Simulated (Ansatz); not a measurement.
Take Mo in the bcc (W type) structure (space group Im-3m, No. 229; a = 3.151 Å; relaxed with 0.1 eV smearing) as the base. Axes: x, y, z lie along the cube axes.

Level of theory: r2SCAN in Ansatz (plane waves to 500 eV, PAW, no spin-orbit coupling).

Strains are applied to the cell and any free atomic positions relax.

One change was made to it. Results:

The energy rises by 1.5 meV/atom; the shortest interatomic distance falls by 0.016 Å (2.729 Å → 2.713 Å).

**Question.** Name the change that was made.
A. tensor shear ε_xy = +2.00 %
B. tensor shear ε_xy = +1.43 %
C. tensor shear ε_xy = +0.86 %

**Answer.** C, tensor shear ε_xy = +0.86 %. For comparison, the energy relative to the base in the other runs: tensor shear ε_xy = +1.43 % gives +4.2 meV/atom; tensor shear ε_xy = +2.00 % gives +8.2 meV/atom.

No phonon test of stability was made. All final runs are without spin polarisation.

Ansatz is a program for electronic structure.
